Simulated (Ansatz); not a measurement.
Input:

```
CuI
1.0
    0.00000     2.76873     2.76873
    2.76873     0.00000     2.76873
    2.76873     2.76873     0.00000
Cu I
1 1
Cartesian
  0.00000   0.00000   0.00000
  1.38437   1.38437   1.38437
```

No spin polarisation.

The values are results of plane-wave PAW DFT at the LDA level (Ansatz, an electronic-structure program, 420 eV), scalar-relativistic without spin-orbit coupling, not measurements. Γ-centred 10×10×10 mesh, Fermi–Dirac width 0.05 eV.

Q: Predict the band gap, gap character, hole mass and width of the top valence band.

A: 
- Band gap = 1.81 eV
- Gap character = direct at Γ
- Hole mass (degenerate bands, along [100]) = 0.20, 0.42, 0.42 mₑ (at Γ)
- Width of the top valence band = 2.76 eV

Spin-orbit coupling, missing from the scalar runs, can matter with I. Load acts through the strain it causes; cell and atoms are relaxed under it. Masses are band curvatures over ±0.01 Å⁻¹ around the edge. Whether these cells are dynamically stable was not tested. Tetrahedral semiconductors of this kind turn to denser phases somewhere between about 1 and 50 GPa; those were not computed, so compressed cells here can lie past the real transition. All final runs are without spin polarisation. The cell was made from CuI in the zinc blende structure (space group F-43m, No. 216) by this change: pressure 15 GPa.
